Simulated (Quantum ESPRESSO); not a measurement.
# Several settings converged on NbRu3 (P4mm, 4 atoms in the cell)

```yaml
crystal:
  lattice:
    - [3.86568, 0.00000, 0.00000]
    - [0.00000, 3.86568, 0.00000]
    - [0.00000, 0.00000, 3.86568]
  atoms:
    - { symbol: Nb, position: [0.00000, 0.00000, 0.01293] }
    - { symbol: Ru, position: [0.00000, 0.50000, 0.50000] }
    - { symbol: Ru, position: [0.50000, 0.00000, 0.50000] }
    - { symbol: Ru, position: [0.50000, 0.50000, 0.00000] }
```

Base method: LDA (PZ), GBRV 1.5 ultrasoft (LDA) pseudopotentials (plane waves; Quantum ESPRESSO).

Base settings: ecutwfc = 40 Ry; ecutrho = 320 Ry; occupations = smearing; smearing = gaussian; degauss = 0.0073499 Ry; potentials = {Nb: nb_lda_v1.uspp.F.UPF, Ru: ru_lda_v1.2.uspp.F.UPF}; K_POINTS = automatic 4 4 4 0 0 0; conv_thr = 1e-10 Ry.

The count of work is k-points × plane waves × bands × iterations; it is no time. 

**Shifted k-point meshes**

Only quantities that move along the ladder and can be compared are tabulated.

| K_POINTS | free energy less the last step's (meV/atom) | pressure (GPa) | largest difference of a force vector from the last step's (eV/Å) | count of work / last |
|---|---|---|---|---|
| automatic 2 2 2 1 1 1 | 155.08 | -3.01 | 1.741 | 0.0036 |
| automatic 4 4 4 1 1 1 | 33.56 | -8.40 | 0.147 | 0.021 |
| automatic 6 6 6 1 1 1 | -0.45 | -8.49 | 0.020 | 0.062 |
| automatic 8 8 8 1 1 1 | -0.14 | -8.64 | 0.007 | 0.14 |
| automatic 15 15 15 1 1 1 | 0.00 | -8.65 | 0.000 | 1.0 |

Coarsest K_POINTS that holds the forces within 0.01 eV/Å: not settled: the last two steps still differ by 0.007 eV/Å, over half the tolerance, so the ladder does not show it.

Coarsest K_POINTS that holds the pressure within 0.1 GPa of the last step, with all finer ones: automatic 8 8 8 1 1 1, at 0.14 of the last step's count of work; the step before is off by 0.15 GPa.

Coarsest K_POINTS that holds the free energy within 5 meV/atom of the last step, with all finer ones: automatic 6 6 6 1 1 1, at 0.062 of the last step's count of work; the step before is off by 34 meV/atom.

**The k-point mesh at a smearing width of 0.05 eV**

In this ladder: degauss = 0.0036749 Ry.

The second cell is the first with its lattice scaled by 0.98.

Only quantities that move along the ladder and can be compared are tabulated.

```csv
K_POINTS,free energy less the last step's (meV/atom),energy of the compressed cell less the first (meV/atom),pressure (GPa),largest difference of a force vector from the last step's (eV/Å),count of work / last
automatic 3 3 3 0 0 0,-34.51,-0.21,-9.06,0.194,0.021
automatic 5 5 5 0 0 0,14.19,4.10,-8.37,0.013,0.062
automatic 8 8 8 0 0 0,-3.92,2.43,-8.65,0.021,0.28
automatic 11 11 11 0 0 0,-1.39,2.86,-8.61,0.022,0.44
automatic 14 14 14 0 0 0,0.00,2.17,-8.67,0.000,1.0
```

Coarsest K_POINTS that holds the free energy within 5 meV/atom of the last step, with all finer ones: automatic 8 8 8 0 0 0, at 0.28 of the last step's count of work; the step before is off by 14 meV/atom.

Coarsest K_POINTS that holds the energy of the compressed cell less the first within 1 meV/atom: not settled: the last two steps still differ by 0.69 meV/atom, over half the tolerance, so the ladder does not show it.

Coarsest K_POINTS that holds the pressure within 0.2 GPa of the last step, with all finer ones: automatic 8 8 8 0 0 0, at 0.28 of the last step's count of work; the step before is off by 0.30 GPa.

**The SCF threshold**

The mesh stays at the base's, so the ladder's end is converged at best in this setting alone.

Only quantities that move along the ladder and can be compared are tabulated.

| conv_thr | free energy less the last step's (meV/atom) | largest difference of a force vector from the last step's (eV/Å) | count of work / last |
|---|---|---|---|
| 0.0073 Ry | 1.06 | 0.016 | 0.41 |
| 7.3e-05 Ry | 0.02 | 0.002 | 0.47 |
| 7.3e-07 Ry | 0.00 | 0.001 | 0.59 |
| 1e-10 Ry | 0.00 | 0.000 | 0.88 |
| 7.3e-14 Ry | 0.00 | 0.000 | 1.0 |

Coarsest conv_thr that holds the free energy within 0.5 meV/atom of the last step, with all finer ones: 7.3e-05 Ry; the step before is off by 1.1 meV/atom.

Coarsest conv_thr that holds the forces within 0.01 eV/Å of the last step, with all finer ones: 7.3e-05 Ry; the step before is off by 0.016 eV/Å.

On the base run: the starting cell comes from a database of computed structures (which also holds hypothetical and non-ambient phases and stackings), without a prior relaxation at this level. Its lattice was rescaled by up to half a per cent. One atom was moved a little off its site on purpose. Spin polarisation is off. In the base run, with a pressure of about -8 GPa the cell is away from its equilibrium volume at this level. Without a gap this mesh is coarse (it stands for a supercell whose shortest vector is 15 Å).
